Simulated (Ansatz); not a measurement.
Ba$_{3}$Sr (Fm-3m), PBEsol, DFPT electron-phonon coupling, linearised Boltzmann equation (Ansatz, a quantum-chemistry and plane-wave program): phonon-limited resistivity 49.6 μΩ·cm at 300 K, 68.1 μΩ·cm at 400 K, current-weighted mean free path 7.4 nm.

**Question.** Estimate the resistivity of a 20 nm square wire with diffuse walls from ρ ≈ ρ₀(1 + 3ℓ/4d).

**Answer.** 1 + 0.75 × 7.4/20 = 1.28, so ρ ≈ 63.4 μΩ·cm and a line 1 μm long has 1580 Ω. The formula is the free-electron limit for d well above ℓ; grain boundaries add to it.

**Question.** Estimate the electronic thermal conductivity at 300 K by the Wiedemann-Franz law (L₀ = 2.44×10⁻⁸ W·Ω/K²).

**Answer.** L₀T/ρ = 2.44×10⁻⁸ × 300/(49.6×10⁻⁸) = 14.8 W/(m·K). Inelastic scattering puts the true Lorenz number somewhat under L₀ near and below the Debye temperature.

**Question.** What is the classical skin depth at 10 GHz (nonmagnetic, μ₀ = 1.257×10⁻⁶ H/m)?

**Answer.** δ = √(ρ/(π f μ₀)) = 3540 nm.

A metal at this level (no band gap). Only scattering by harmonic phonons is included (no impurities, grain boundaries, electron-electron scattering or thermal expansion). Spin-orbit coupling is left out. Halving the electron mesh (16x16x16) moves the resistivity by up to 1 % at 300 K, the mean free path by up to 9 %. Smearing 0.20 eV; phonons on a 3x3x3 q mesh, which this run doesn't test.

Computed structure with no diffraction record at hand here (it may be known, metastable or hypothetical): Ba3Sr (Fm-3m).
